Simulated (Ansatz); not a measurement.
O on the C site (O_C) in 4H silicon carbide (start: the C(h) site; 96-site cell, 2×2×2 shifted sampling). Method: PBE, PAW (plane waves to 420 eV; Ansatz, a program for electronic structure). Total energies of the localised charge states, counted from that of charge +2, and their image corrections (point charge with alignment); the host's valence-band maximum lies at 9.362 eV on the cells' energy zero and its gap is 2.23 eV.

```tsv
charge	moment (μB)	E − E(first) (eV)	correction (eV)
+2	not spin-polarised	0.000	0.692
+1	1.0	11.383	0.184
0	not spin-polarised	22.785	0.000
```

**Question.** Derive the transition levels above the valence-band maximum and say which of them are thermodynamic.

**Answer.** A level is the Fermi energy at which two charges have equal formation energy: ε(q/q′) = [E(q′) + corr(q′) − E(q) − corr(q)] / (q − q′) − E_VBM.
ε(+2/+1) = [(11.383 + 0.184) − (0.000 + 0.692)] / 1 − 9.362 = 1.51 eV
ε(+1/0) = [(22.785 + 0.000) − (11.383 + 0.184)] / 1 − 9.362 = 1.86 eV
Thermodynamic levels at least 0.1 eV inside the gap: (+2/+1) at 1.51 eV; (+1/0) at 1.86 eV. They hold to tenths of an eV in this cell. Only the charges listed were compared. At charge −1 the carrier sat in host band states, shallow at most. Flagged in the runs: a doubtful potential alignment, a host whose relaxation on this sampling wasn't shown to rest, a strain field that reaches the edge of the cell.
